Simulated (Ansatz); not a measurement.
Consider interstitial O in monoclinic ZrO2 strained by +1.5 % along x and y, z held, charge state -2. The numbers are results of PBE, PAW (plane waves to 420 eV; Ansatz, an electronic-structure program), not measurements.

96-site cell at the strained lattice (strain from the relaxed PBE one, atoms relaxed), the Γ point alone, smearing 0.01 eV, spin-restricted, no finite-size correction. Static, classical nuclei. The charge state is imposed; whether it is stable for some Fermi level was not computed. Sites that were not tried may lie lower.

Barriers: single points on a 2×2×2 k-point mesh shifted by half a step at the bands' geometries.

Relaxed starting cell (atoms counted from 1):

```
Zr32O65
1.0
   10.53436     0.00000     0.00000
    0.00000    10.64080     0.00000
   -1.83419     0.00000    10.60481
Zr O
32 65
Direct
  0.13805   0.22569   0.35505
  0.13593   0.22484   0.85205
  0.14038   0.73272   0.35560
  0.13549   0.72706   0.85198
  0.62183   0.21722   0.35169
  0.63446   0.22166   0.87043
  0.63687   0.72572   0.35600
  0.63769   0.72815   0.85355
  0.36079   0.27946   0.13700
  0.36799   0.26918   0.64292
  0.35917   0.76770   0.14506
  0.36418   0.77752   0.63668
  0.85942   0.27017   0.14866
  0.86219   0.27364   0.64392
  0.86276   0.77286   0.14484
  0.86165   0.77339   0.64380
  0.36138   0.47757   0.39154
  0.36251   0.47930   0.89055
  0.39554   0.99084   0.38558
  0.36117   0.97442   0.89330
  0.86211   0.47566   0.39446
  0.86114   0.47574   0.89463
  0.85905   0.97719   0.39470
  0.86127   0.97656   0.89885
  0.13886   0.02344   0.10557
  0.13783   0.02090   0.60090
  0.13298   0.52304   0.10351
  0.13842   0.52288   0.60179
  0.62387   0.02367   0.12206
  0.63751   0.03247   0.61636
  0.63801   0.52392   0.10545
  0.63816   0.52075   0.60468
  0.02953   0.08623   0.42386
  0.03109   0.08732   0.92539
  0.03416   0.58794   0.42416
  0.02938   0.58633   0.92263
  0.51142   0.14196   0.47640
  0.52959   0.08085   0.93624
  0.53597   0.57918   0.42308
  0.53250   0.58905   0.92070
  0.45995   0.42923   0.07347
  0.46888   0.41148   0.57578
  0.46215   0.90732   0.07448
  0.47442   0.91690   0.56741
  0.96672   0.41166   0.07306
  0.96977   0.41253   0.57413
  0.96877   0.91325   0.07451
  0.96742   0.91169   0.57329
  0.46340   0.34042   0.31789
  0.46763   0.33673   0.82971
  0.45774   0.81510   0.33085
  0.46870   0.83952   0.81843
  0.96987   0.33709   0.32506
  0.96819   0.33731   0.82242
  0.97042   0.83812   0.32441
  0.96717   0.83707   0.82380
  0.03346   0.16238   0.17598
  0.02973   0.16161   0.67395
  0.03249   0.66417   0.17400
  0.03115   0.66287   0.67313
  0.54160   0.19978   0.15038
  0.52758   0.15182   0.70443
  0.53484   0.66567   0.17302
  0.53362   0.66561   0.66976
  0.22861   0.37396   0.48147
  0.22615   0.37146   0.98031
  0.22962   0.87272   0.48556
  0.22440   0.87164   0.98087
  0.73021   0.36659   0.48714
  0.72633   0.37169   0.98905
  0.72825   0.86605   0.48707
  0.72866   0.86714   0.98679
  0.27188   0.12914   0.01243
  0.26483   0.13335   0.51513
  0.26825   0.62940   0.01066
  0.27508   0.62985   0.51174
  0.77137   0.12612   0.01970
  0.76870   0.12113   0.51754
  0.77303   0.62644   0.01360
  0.77375   0.62523   0.51424
  0.27673   0.12579   0.26208
  0.26981   0.11758   0.76366
  0.27085   0.62021   0.26148
  0.27119   0.62092   0.76036
  0.77869   0.12669   0.26772
  0.77131   0.12465   0.77055
  0.77374   0.62264   0.26420
  0.77216   0.62236   0.76366
  0.22432   0.38060   0.23175
  0.23032   0.37594   0.73018
  0.22781   0.87991   0.23032
  0.22811   0.87614   0.73258
  0.73060   0.38458   0.23686
  0.72832   0.37977   0.73691
  0.73280   0.87532   0.23782
  0.72848   0.88107   0.73848
  0.55385   0.02948   0.29854
```
Cell charge -2.

End state 1 differs by these moves (Å; atoms that move under 0.08 Å are left out):

```csv
atom,element,Δx,Δy,Δz
5,Zr,0.19,0.16,0.02
6,Zr,0.03,0.01,-0.09
11,Zr,0.19,0.16,0.02
12,Zr,0.03,0.01,-0.09
19,Zr,-0.19,-0.15,-0.10
20,Zr,0.03,-0.07,-0.12
29,Zr,-0.19,-0.15,-0.10
30,Zr,0.03,-0.07,-0.12
37,O,0.37,-0.52,-0.56
39,O,0.04,-0.09,0.02
41,O,0.04,-0.09,0.02
43,O,0.37,-0.52,-0.56
49,O,0.00,-0.06,0.08
51,O,-0.03,-0.15,0.18
52,O,0.08,0.10,-0.26
61,O,-0.03,-0.15,0.18
62,O,0.08,0.10,-0.26
63,O,0.00,-0.06,0.08
68,O,0.07,0.08,0.00
72,O,0.07,0.00,-0.04
74,O,0.07,0.00,-0.04
78,O,0.07,0.08,0.00
81,O,-0.10,-0.01,-0.02
85,O,-0.07,-0.07,0.00
91,O,-0.07,-0.07,0.00
95,O,-0.10,-0.01,-0.02
97,O,-0.96,-0.62,-1.05
```

**Question.** Give the forward and backward barriers to end state 1 at the level PBE, PAW.

**Answer.** forward 0.42 eV, backward 0.42 eV; at the saddle point atom 97 has neighbours 2 O at 2.47, 2 O at 2.50; 2 Zr at 1.99 Å. The saddle point's order was not checked, and it lies on a symmetry element of the cell, where a band can be held.
